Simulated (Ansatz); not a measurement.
# A computed series for Al: point defects

Consider an 8-atom supercell of Al in the fcc (Cu type) structure (space group Fm-3m, No. 225) at its relaxed geometry.

```yaml
crystal:
  lattice:
    - [0.00000, 3.99072, 3.99072]
    - [3.99072, 0.00000, 3.99072]
    - [3.99072, 3.99072, 0.00000]
  atoms:
    - { symbol: Al, position: [0.00000, 0.00000, 0.00000] }
    - { symbol: Al, position: [0.00000, 0.00000, 0.50000] }
    - { symbol: Al, position: [0.00000, 0.50000, 0.00000] }
    - { symbol: Al, position: [0.00000, 0.50000, 0.50000] }
    - { symbol: Al, position: [0.50000, 0.00000, 0.00000] }
    - { symbol: Al, position: [0.50000, 0.00000, 0.50000] }
    - { symbol: Al, position: [0.50000, 0.50000, 0.00000] }
    - { symbol: Al, position: [0.50000, 0.50000, 0.50000] }
```

One neutral defect a cell, atoms relaxed at fixed cell.

The values are results of Ansatz (a program for electronic structure) r2SCAN, scalar-relativistic without spin-orbit coupling, earlier PAW set, not measurements.

Before the change:

```
Property     Value
--------  --------
Pressure  -0.3 GPa
```

### Question
The aim is a pressure between 6.6 GPa and 7.7 GPa. Which of these changes reaches it?
A. Al vacancy
B. In on a Al site
C. Zn on a Al site

### Answer
B, In on a Al site. It gives 7.2 GPa; Zn on a Al site gives -0.9 GPa; Al vacancy gives -1.9 GPa. Changes not listed may reach it too

In so small a cell the defect repeats every few ångströms: this is an ordered compound, not a dilute defect.
